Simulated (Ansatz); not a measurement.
A computed series for ZrSe2: response to strain

The reference is ZrSe₂ in the CdI2 type structure (space group P-3m1, No. 164; layered, stacked along the Cartesian z axis).

```xyz
3
Lattice="3.7351 0.0000 0.0000 -1.8675 3.2347 0.0000 0.0000 0.0000 6.0315" Properties=species:S:1:pos:R:3 pbc="T T T"
Zr     0.0000     0.0000     0.0000
Se     0.0000     2.1564     1.5988
Se     1.8675     1.0782     4.4328
```

Cartesian axes are those of the cell as printed.

Strains are applied to the cell and any free atomic positions relax; under biaxial strain the out-of-plane vector relaxes too.

Method: plane-wave PAW DFT at the PBE-D3(BJ) level (Ansatz, a first-principles code, 420 eV), no spin-orbit coupling.

Notes on the quantities. pressure: mean of the normal stresses, compression positive.

| variant | volume per atom | pressure | band gap |
|---|---|---|---|
| base | 24.29 Å³ | 0.0 GPa | zero |
| biaxial strain −3.00 %, plane normal [001], relaxed out of plane | 23.12 Å³ | 2.7 GPa | zero |
| biaxial strain −2.50 %, plane normal [001], relaxed out of plane | 23.31 Å³ | 2.3 GPa | zero |
| biaxial strain −2.00 %, plane normal [001], relaxed out of plane | 23.50 Å³ | 1.8 GPa | zero |
| biaxial strain −1.50 %, plane normal [001], relaxed out of plane | 23.70 Å³ | 1.3 GPa | zero |
| biaxial strain −0.50 %, plane normal [001], relaxed out of plane | 24.10 Å³ | 0.4 GPa | zero |
| biaxial strain +0.50 %, plane normal [001], relaxed out of plane | 24.49 Å³ | -0.4 GPa | zero |
| biaxial strain +1.00 %, plane normal [001], relaxed out of plane | 24.69 Å³ | -0.8 GPa | 0.07 eV |
| biaxial strain +2.00 %, plane normal [001], relaxed out of plane | 25.08 Å³ | -1.6 GPa | 0.11 eV |
| biaxial strain +2.50 %, plane normal [001], relaxed out of plane | 25.27 Å³ | -2.0 GPa | 0.13 eV |

No phonon test of stability was made. All final runs are without spin polarisation. Gaps under 0.05 eV, about the width of the smearing, are given as zero. A zero or small gap of ZrSe2 can be the functional's error rather than a property of the material.
